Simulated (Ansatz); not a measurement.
Results of PBEsol (PAW; Ansatz, a first-principles code) for TiC (model structure, started from the FeB type, Fm-3m, No. 225, 8 atoms in the cell).

Numerical settings: plane-wave cutoff 520 eV, 10×18×12 k mesh (along the axes of the cell as run), Fermi–Dirac smearing 0.05 eV, no spin polarisation, scalar-relativistic PAW data made under PBE.

Cell (relaxed at this level):

```cif
data_C4Ti4
_chemical_formula_sum 'Ti4 C4'
_space_group_name_H-M_alt 'P 1'
_space_group_IT_number 1
_cell_length_a 6.07146
_cell_length_b 3.03583
_cell_length_c 4.29285
_cell_angle_alpha 90.000
_cell_angle_beta 90.000
_cell_angle_gamma 90.000
loop_
_space_group_symop_operation_xyz
  'x, y, z'
loop_
_atom_site_label
_atom_site_type_symbol
_atom_site_fract_x
_atom_site_fract_y
_atom_site_fract_z
_atom_site_occupancy
Ti1 Ti 0.12500 0.25000 0.25000 1
Ti2 Ti 0.37500 0.75000 0.75000 1
Ti3 Ti 0.87500 0.75000 0.75000 1
Ti4 Ti 0.62500 0.25000 0.25000 1
C1 C 0.12500 0.25000 0.75000 1
C2 C 0.37500 0.75000 0.25000 1
C3 C 0.87500 0.75000 0.25000 1
C4 C 0.62500 0.25000 0.75000 1
```

**Question.** What does this level give for the bulk modulus?

**Answer.** 
* **bulk modulus**: 268 GPa

Note: the bulk modulus is −V dP/dV from two relaxed cells at ±2 % in volume.

Computed values are for the static lattice.

The result took around 17 core-minutes (rough).

A model structure was made by putting elements into a prototype or built by hand; here it ended with the formula and space group of a phase in our tables.
